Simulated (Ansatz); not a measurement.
The structure below was relaxed with Ansatz (a first-principles code) PBE, no spin-orbit coupling, at pressure −1 GPa.

Space group Fm-3m (No. 225); a = b = c = 5.079 Å, α = β = γ = 90.00°

| atom | site | symmetry | x | y | z |
|---|---|---|---|---|---|
| Pb | 4a | m-3m | 0.0000 | 0.0000 | 0.0000 |

Q: Write out a cell with all atoms.

A: 
```cif
data_Pb4
_chemical_formula_sum 'Pb4'
_space_group_name_H-M_alt 'P 1'
_space_group_IT_number 1
_cell_length_a 5.07876
_cell_length_b 5.07876
_cell_length_c 5.07876
_cell_angle_alpha 90.000
_cell_angle_beta 90.000
_cell_angle_gamma 90.000
loop_
_space_group_symop_operation_xyz
  'x, y, z'
loop_
_atom_site_label
_atom_site_type_symbol
_atom_site_fract_x
_atom_site_fract_y
_atom_site_fract_z
_atom_site_occupancy
Pb1 Pb 0.00000 0.00000 0.00000 1
Pb2 Pb 0.00000 0.50000 0.50000 1
Pb3 Pb 0.50000 0.00000 0.50000 1
Pb4 Pb 0.50000 0.50000 0.00000 1
```
This is the conventional cell.

Load acts through the strain it causes; cell and atoms are relaxed under it. No phonon test of stability was made. The cell was made from Pb in the fcc (Cu type) structure (space group Fm-3m, No. 225) by this change: pressure −1 GPa.
